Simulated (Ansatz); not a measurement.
NbC (Fm-3m): band-structure transport figures

Data:

```
CELL_PARAMETERS angstrom
      0.00000     2.24226     2.24226
      2.24226     0.00000     2.24226
      2.24226     2.24226     0.00000
ATOMIC_POSITIONS crystal
  Nb 0.00000 0.00000 0.00000
  C  0.50000 0.50000 0.50000
```

The numbers are results of PBE, rigid bands (plane waves, PAW, scalar-relativistic; Ansatz, an electronic-structure program), not measurements. Condition of this run: functional PBE, cell relaxed with it. How the cell was made: cell and atoms relaxed with PBE.

```json
{
 "density of states at the Fermi level": "0.737 states/(eV·cell), both spins",
 "bare Sommerfeld coefficient": "0.87 mJ/(mol of atoms·K²)",
 "drude_plasma_energy": "7.4 eV",
 "root-mean-square Fermi velocity": "8.0e5 m/s",
 "resistivity times τ": "8.8 ×10⁻²² Ω·m·s"
}
```

A metal at this level (no band gap); rigid bands, thermally averaged at 300 K, both spins. Spin-orbit coupling is left out. τ is one relaxation time for all states.
